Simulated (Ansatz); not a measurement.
Input and output of a relaxation of cell and atoms for SiRh (P6/mmm, 6 atoms in the cell) (Ansatz, a first-principles code).

Method: PBE (plane waves, PAW; Ansatz).

```
CELL_PARAMETERS angstrom
      5.07846     0.00000     0.00000
     -2.53923     4.39807     0.00000
      0.00000     0.00000     4.09788
ATOMIC_POSITIONS crystal
  Rh 0.50000 0.00000 0.00000
  Rh 0.50000 0.50000 0.00000
  Rh 0.00000 0.50000 0.00000
  Si 0.00000 0.00000 0.00000
  Si 0.33333 0.66667 0.50000
  Si 0.66667 0.33333 0.50000
```

Reference input (self-consistent single point, DFT, PBE, plane waves, default PAW files): basis.ecutwfc = 420 eV; kpoints.mp_grid.grid = 5 5 6; hamiltonian.xc = pbe; hamiltonian.pseudopotentials = {kind: paw} (the program's default PAW files); scf.occupations.method = cold; scf.occupations.width = 0.272 eV. This run's input differs from it in these lines:

Ansatz 0.2 input:
```diff
@@ -14,3 +14,3 @@
 basis:
-  ecutwfc: 420.0
+  ecutwfc: 590.0
 kpoints:
@@ -22,2 +22,4 @@
   occupations: { method: cold, width: 0.272 }
+relax:
+  cell: {}
 output:
```

Output, abridged:

```
   [... SCF lines of the steps left out ...]
relax step   1: F+E_penalty+E_count = -21118.29786066 eV  Δ(F+E_penalty+E_count) = +0.000e0 eV  max|allowed force component| = 2.313e-17 eV/Å  Δτ_max = 0.0000 Å  P = +7.679 GPa  Ω = 91.528 Å³  (7 SCF iters, dr2 threshold 1.00e-7 eV, accepted)
relax step   2: F+E_penalty+E_count = -21118.94165220 eV  Δ(F+E_penalty+E_count) = -6.438e-1 eV  max|allowed force component| = 9.252e-17 eV/Å  Δτ_max = 0.0000 Å  P = -2.368 GPa  Ω = 95.253 Å³  energy of the carried Pulay correction = -1.225e-4 eV  [...]
   [... lines left out ...]
relax step   4: F+E_penalty+E_count = -21118.96018841 eV  Δ(F+E_penalty+E_count) = -6.646e-4 eV  max|allowed force component| = 1.372e-16 eV/Å  Δτ_max = 0.0000 Å  P = +0.005 GPa  Ω = 93.914 Å³  energy of the carried Pulay correction = -9.287e-5 eV  [...]
relax step   5: F+E_penalty+E_count = -21118.96027627 eV  Δ(F+E_penalty+E_count) = -8.786e-5 eV  max|allowed force component| = 1.295e-16 eV/Å  Δτ_max = 0.0000 Å  P = +0.006 GPa  Ω = 93.914 Å³  stress off target by 2.40e-2 GPa  SCF on the basis [...]
basis re-selected at this cell: Δ(F+E_penalty+E_count) = -8.786e-5 eV, ΔP = +0.001 GPa vs the last step
the relaxation is at rest under the 24 symmetry operations that the run kept from its start: a minimum is not shown …
Stability not checked (fill_not_monotonic)
Free energy (F): -21118.960276 eV
Internal energy: -21118.923389 eV  (E = F + TS)
   [... lines left out ...]
Fermi energy:    14.450026 eV
  cell:  # Å, volume = 93.9140 Å³
   [... lines left out ...]
    - { symbol: Rh, position: [0.5, 0.5, 2.407412430484045e-35] }
    - { symbol: Rh, position: [5.551115123125783e-17, 0.49999999999999994, 2.407412430484045e-35] }
    - { symbol: Si, position: [1.415869501134727e-34, 1.7592144791903085e-34, 9.273015376718553e-69] }
    - { symbol: Si, position: [0.33333333333333337, 0.6666666666666665, 0.5] }
    - { symbol: Si, position: [0.6666666666666667, 0.3333333333333333, 0.5] }
```

The run converged. 

Summary of the result:
```
Property                                                                                             Value
-----------------------------------------------  ---------------------------------------------------------
Free energy E − TS (on the zero of these files)                                             -21118.9603 eV
Fermi level (on the code's own zero)                                                              14.45 eV
Pressure                                                                                          0.01 GPa
Final cell                                       a = b = 5.313 Å, c = 3.842 Å, α = β = 90.00°, γ = 120.00°
Final volume per atom                                                                             15.65 Å³
Relaxation steps                                                                                         5
```

The starting cell was generated: these elements placed on a structure prototype, without a prior relaxation; it need not be a known phase or ordering of this composition. Its lattice was rescaled by a random factor within 2.5 % of one. Spin polarisation is off. The relaxation keeps the symmetry of its start, so its end need not be a minimum. Ansatz's pressure includes its estimate of the finite-basis (Pulay) stress.
